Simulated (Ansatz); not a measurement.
Base system: Ru in the hcp (Mg type) structure (space group P6_3/mmc, No. 194; a = 2.722 Å, c = 4.294 Å; relaxed with 0.1 eV smearing). Axes: x lies along a and z along c of the hexagonal cell.

Method: PBE (Ansatz, an electronic-structure program; PAW; 420 eV plane waves; no spin-orbit coupling).

For the base:

The shortest interatomic distance is 266.1 pm and the band gap comes out as zero.

Now apply this change: the cell is stretched by 3.00 % along z with no lateral relaxation, atoms relaxed at fixed cell.

Task: Predict the new energy relative to the base.

Result: The energy rises by 23 meV/atom.

Task: How does this affect the shortest interatomic distance?

Result: The shortest interatomic distance increases by 5.2 pm, from 266.1 pm to 271.3 pm.

Task: What does the calculation give for the stress after the change?

Result: The stress (xx, yy, zz, yz, xz, xy; compression positive) is (-4.5, -4.5, -16.9, 0.0, 0.0, 0.0) GPa.

Task: Estimate the effect on the band gap.

Result: The band gap remains zero.

The cells carry an imposed strain or load. Stability against distortions was not tested. The final runs are not spin-polarised.
